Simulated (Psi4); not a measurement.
Psi4 1.11, PBE0/def2-svp, scf_type pk: Mo(O)2(NMe2)(SH) (C[N](C)[Mo](=[O])(=[O])[SH]), 14 atoms. The geometry is a generated start, not checked to be a minimum at this level.

task: energy
method: pbe0
basis: def2-svp
memory: 7 GB
e_convergence: 1e-08
d_convergence: 1e-07
guess: auto, which took SAD (default)
diis_max_vecs: 10 (default)
scf_initial_accelerator: adiis (default)
dft_radial_points: 75 (default)
dft_spherical_points: 302 (default)
effective core potentials: those of the basis set, past Kr
basis functions: 154
grid points: 298493

```xyz
14

Mo     0.3532     0.2157     1.5550
O     -0.5367     1.4711     2.1043
O      1.9156    -0.1326     1.8842
N      0.1390     0.1043    -0.3084
C     -0.8579     0.8106    -1.0892
C      1.0789    -0.5748    -1.1809
H     -0.3881     1.6181    -1.6680
H     -1.3469     0.1251    -1.7955
H     -1.6131     1.2372    -0.4212
H      0.5661    -1.3521    -1.7616
H      1.5370     0.1331    -1.8849
H      1.8643    -1.0398    -0.5793
S     -0.8326    -1.6617     2.3509
H     -1.8789    -0.9541     2.7946
```

The reference run uses exact four-centre integrals (scf_type = pk). Single runs; times are not shown.

Settings tried, all else as in the reference:
- scf_type = cd, cholesky_tolerance = 0.01
- scf_type = dfdirj+cosx
- scf_type = dfdirj+cosx, cosx_radial_points_final = 50, cosx_spherical_points_final = 194
- scf_type = cd, cholesky_tolerance = 0.0001 (default)
- scf_type = mem_df
- scf_type = dfdirj+cosx, cosx_radial_points_final = 75, cosx_spherical_points_final = 302
- scf_type = cd, cholesky_tolerance = 1e-06
- scf_type = cd, cholesky_tolerance = 0.001
- scf_type = dfdirj+link
- scf_type = dfdirj+cosx, cosx_radial_points_final = 25, cosx_spherical_points_final = 50
- scf_type = dfdirj+snlink
- scf_type = cd, cholesky_tolerance = 1e-05

Problem. Sort the settings: which keep to the reference within 1.0 meV/atom in energy, and which don't?

Solution. Within it: scf_type = cd, cholesky_tolerance = 1e-06; scf_type = mem_df; scf_type = dfdirj+cosx, cosx_radial_points_final = 50, cosx_spherical_points_final = 194; scf_type = dfdirj+cosx, cosx_radial_points_final = 75, cosx_spherical_points_final = 302; scf_type = dfdirj+link; scf_type = dfdirj+snlink; scf_type = cd, cholesky_tolerance = 1e-05; scf_type = dfdirj+cosx. Outside: scf_type = cd, cholesky_tolerance = 0.0001 (default); scf_type = cd, cholesky_tolerance = 0.001; scf_type = dfdirj+cosx, cosx_radial_points_final = 25, cosx_spherical_points_final = 50; scf_type = cd, cholesky_tolerance = 0.01.

| setting | energy against the reference |
|---|---|
| scf_type = cd, cholesky_tolerance = 1e-06 | +0.0064 meV/atom |
| scf_type = mem_df | −0.088 meV/atom |
| scf_type = dfdirj+cosx, cosx_radial_points_final = 50, cosx_spherical_points_final = 194 | −0.24 meV/atom |
| scf_type = dfdirj+cosx, cosx_radial_points_final = 75, cosx_spherical_points_final = 302 | −0.25 meV/atom |
| scf_type = dfdirj+link | −0.27 meV/atom |
| scf_type = dfdirj+snlink | −0.28 meV/atom |
| scf_type = cd, cholesky_tolerance = 1e-05 | −0.28 meV/atom |
| scf_type = dfdirj+cosx | −0.30 meV/atom |
| scf_type = cd, cholesky_tolerance = 0.0001 (default) | −1.9 meV/atom |
| scf_type = cd, cholesky_tolerance = 0.001 | −3.9 meV/atom |
| scf_type = dfdirj+cosx, cosx_radial_points_final = 25, cosx_spherical_points_final = 50 | +4.7 meV/atom |
| scf_type = cd, cholesky_tolerance = 0.01 | +27 meV/atom |

Total energies are compared; such shifts often cancel in part in energy differences. The DFDIRJ builders fit J, which adds its shift to that of exchange. Psi4 runs the final COSX grid once, on the density of the start grid. No test of the SCF solution's stability was run. Also tried and not ranked: scf_type = direct (same energy as a listed run). The tolerance is a choice made for this comparison.
